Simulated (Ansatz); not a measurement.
SnO₂ (P4₂/mnm, No. 136, 12 atoms in the cell; start mp-1041584), treated with HSE06 (Ansatz, an electronic-structure program, PAW).

Numerical settings: plane-wave cutoff 460 eV, 6×6×6 k mesh, Fermi–Dirac smearing 0.01 eV, scalar-relativistic PAW data made under PBE.

Cell (relaxed with PBEsol):

```xyz
12
Lattice="-3.2118 3.3725 3.3725 3.2118 -3.3725 3.3725 3.2118 3.3725 -3.3725" Properties=species:S:1:pos:R:3 pbc="T T T"
Sn     0.0000     5.0588     1.6862
Sn     3.2118    -1.6863     1.6863
Sn     1.6059     1.6863     1.6863
Sn    -1.6059     1.6863     1.6863
O      1.6059     1.6863    -0.3796
O      1.6059     1.6863     3.7521
O      4.8177     1.6863    -0.3796
O     -1.6059     1.6863     3.7521
O      3.2118     2.9929     1.6863
O      0.0000     0.3796     1.6862
O      3.2118     0.3796     1.6863
O      0.0000     2.9929     1.6862
```

Q: What does this level give for the band gap?

A: 
* **band gap**: 2.75 eV (on the SCF k mesh)

Note: cell and atoms aren't relaxed at this level (largest force component 0.03 eV/Å, pressure -3.0 GPa).

Spin–orbit coupling is not included.

Computed values are for the static lattice.

The result took roughly 7 core-minutes.

A start named mp-… is a Materials Project structure, which need not be a measured phase.
